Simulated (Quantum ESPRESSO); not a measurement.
Quantum ESPRESSO is run on Rb₂NaRhF₆ (Fm-3m, 10 atoms in the cell), and the run fails. The aim is a self-consistent single point with DFT, LDA (PZ), plane waves, GBRV 1.5 ultrasoft (LDA) pseudopotentials.

The input file:

```fortran
&CONTROL
 calculation = 'scf'
 prefix = 'Rb2NaRhF6'
 outdir = './out'
 pseudo_dir = './'
 tprnfor = .true.
 tstress = .true.
/
&SYSTEM
 ibrav = 2
 celldm(1) = 15.771537073
 nat = 10
 ntyp = 4
 ecutwfc = 40
 ecutrho = 320
 occupations = 'smearing'
 smearing = 'fermi-dirac'
 degauss = 0.0036749
&ELECTRONS
 conv_thr = 1.0d-10
 mixing_beta = 0.7
/
ATOMIC_SPECIES
Na    22.9898  na_lda_v1.5.uspp.F.UPF
Rh   102.9055  rh_lda_v1.4.uspp.F.UPF
Rb    85.4678  rb_lda_v1.uspp.F.UPF
F     18.9984  f_lda_v1.4.uspp.F.UPF
ATOMIC_POSITIONS {alat}
Na   -0.500000000    0.500000000    0.500000000
Rh    0.000000000    0.000000000    0.000000000
Rb   -0.250000000    0.250000000    0.250000000
Rb   -0.750000000    0.750000000    0.750000000
F    -0.500000000    0.234000000    0.500000000
F    -0.234000000    0.500000000    0.500000000
F    -0.500000000    0.766000000    0.500000000
F    -0.766000000    0.500000000    0.500000000
F    -0.500000000    0.500000000    0.234000000
F    -0.500000000    0.500000000    0.766000000
K_POINTS {automatic}
3 3 3  1 1 1
```

Output (repeated stretches shortened):

```
     This program is part of the open-source Quantum ESPRESSO suite
     for quantum simulation of materials; please cite

 %%%%%%%%%%%%%%%%%%%%%%%%%%%%%%%%%%%%%%%%%%%%%%%%%%%%%%%%%%%%%%%%%%%%%%%%%%%%%%
     Error in routine  read_namelists (1):
      bad line in namelist &system: "&ELECTRONS" (error could be in the previous line)
 %%%%%%%%%%%%%%%%%%%%%%%%%%%%%%%%%%%%%%%%%%%%%%%%%%%%%%%%%%%%%%%%%%%%%%%%%%%%%%

     stopping ...
```

Problem. Read the log: what does the program object to, and what is the fix?

Solution. The fault is a namelist without its closing slash. The reader runs on into the next namelist. To fix it, close the namelist. The program stopped before any SCF iteration.

The sound input it was made from differs as follows (other fixes are possible):
```diff
+/
```

With that input, the run converged in 10 iterations: free energy E − TS -9049.9503 eV; top of the valence band (on the code's own zero) 5.86 eV; gap on the k-point mesh 2.11 eV; pressure -1.13 GPa; largest force (vector length) 0.260 eV/Å (DFT, LDA (PZ), plane waves, GBRV 1.5 ultrasoft (LDA) pseudopotentials).

On the sound input: the starting cell comes from a database of published, mostly measured structures (it also holds non-ambient and calculated ones), without a prior relaxation at this level. Its lattice was rescaled by a random factor within 2.5 % of one. The shifted mesh does not hold Γ, so a gap read on it misses any band edge there.
